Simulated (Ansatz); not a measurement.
Ansatz (an electronic-structure program) run on HfW (R-3m, 2 atoms in the cell): relaxation of cell and atoms.

Method: LDA (PW92), default PAW files made with PBE (plane waves; Ansatz).

```
CELL_PARAMETERS angstrom
      1.50970     0.87163     4.82358
     -1.50970     0.87163     4.82358
      0.00000    -1.74325     4.82358
ATOMIC_POSITIONS crystal
  Hf 0.00000 0.00000 0.00000
  W  0.50000 0.50000 0.50000
```

Reference input (self-consistent single point, DFT, LDA (PW92), plane waves, default PAW files made with PBE): kpoints.mp_grid.grid = 10 10 10; hamiltonian.xc = lda; hamiltonian.pseudopotentials = {kind: paw} (the program's default PAW files); scf.occupations.method = cold; scf.occupations.width = 0.0147 Ry. This run's input differs from it in these lines:

Ansatz 0.2 input:
```diff
@@ -8,2 +8,4 @@
     - { symbol: W, position: [0.500000, 0.500000, 0.500000] }
+basis:
+  ecutwfc: 43.4 Ry
 kpoints:
@@ -19,2 +21,4 @@
     width: 0.0147 Ry
+relax:
+  cell: {}
 output:
```

Log, with long lists cut:

```
   [... SCF lines of the steps left out ...]
relax step   1: F+E_penalty+E_count = -25605.74599329 eV  Δ(F+E_penalty+E_count) = +0.000e0 eV  max|allowed force component| = 8.283e-30 eV/Å  Δτ_max = 0.0000 Å  P = -12.145 GPa  Ω = 38.084 Å³  (7 SCF iters, dr2 threshold 1.00e-7 eV, accepted)
relax step   2: F+E_penalty+E_count = -25605.74351167 eV  Δ(F+E_penalty+E_count) = +2.482e-3 eV  max|allowed force component| = 1.767e-28 eV/Å  Δτ_max = 0.0000 Å  P = +15.457 GPa  Ω = 33.081 Å³  energy of the carried Pulay correction = +1.355e-4 eV  [...]
   [... lines left out ...]
relax step   6: F+E_penalty+E_count = -25605.85384367 eV  Δ(F+E_penalty+E_count) = -5.881e-4 eV  max|allowed force component| = 1.019e-30 eV/Å  Δτ_max = 0.0000 Å  P = -0.010 GPa  Ω = 35.468 Å³  energy of the carried Pulay correction = +6.817e-5 eV  [...]
relax step   7: F+E_penalty+E_count = -25605.85377912 eV  Δ(F+E_penalty+E_count) = +6.455e-5 eV  max|allowed force component| = 8.940e-29 eV/Å  Δτ_max = 0.0000 Å  P = -0.010 GPa  Ω = 35.468 Å³  stress off target by 4.88e-2 GPa  SCF on the basis [...]
basis re-selected at this cell: Δ(F+E_penalty+E_count) = +6.455e-5 eV, ΔP = -0.000 GPa vs the last step
the relaxation is at rest under the 12 symmetry operations that the run kept from its start: a minimum is not shown …
Stability not checked (fill_not_monotonic)
Free energy (F): -25605.853779 eV
Internal energy: -25605.861556 eV  (E = F + TS)
   [... lines left out ...]
Fermi energy:    22.034454 eV
   [... lines left out ...]
  cell:  # Å, volume = 35.4680 Å³
    - [1.4859854984791256, 0.8579342877709785, 4.6367812461985185]
    - [-1.4859854984791256, 0.8579342877709785, 4.6367812461985185]
    - [-1.5511337516006108e-35, -1.7158680949054304, 4.636781335129709]
  atoms:
    - { symbol: Hf, position: [-4.77820519010893e-36, -1.009363756838346e-35, 1.7706763115614957e-36] }
    - { symbol: W, position: [0.5000000000000001, 0.5000000000000001, 0.5] }
```

The run converged. 

Summary of the result:
* **Free energy E − TS (on the zero of these files)**: -25605.8538 eV
* **Fermi level (on the code's own zero)**: 22.03 eV
* **Pressure**: -0.01 GPa
* **Final cell**: a = b = c = 4.944 Å, α = β = γ = 34.98°
* **Final volume per atom**: 17.73 Å³
* **Relaxation steps**: 7

The starting cell was generated: these elements placed on a structure prototype, without a prior relaxation; it need not be a known phase or ordering of this composition. Its lattice was rescaled by a random factor within 2.5 % of one. Spin polarisation is off. The relaxation keeps the symmetry of its start, so its end need not be a minimum. Ansatz's pressure includes its estimate of the finite-basis (Pulay) stress.

Cost on one core of a shared machine: roughly 70 s.
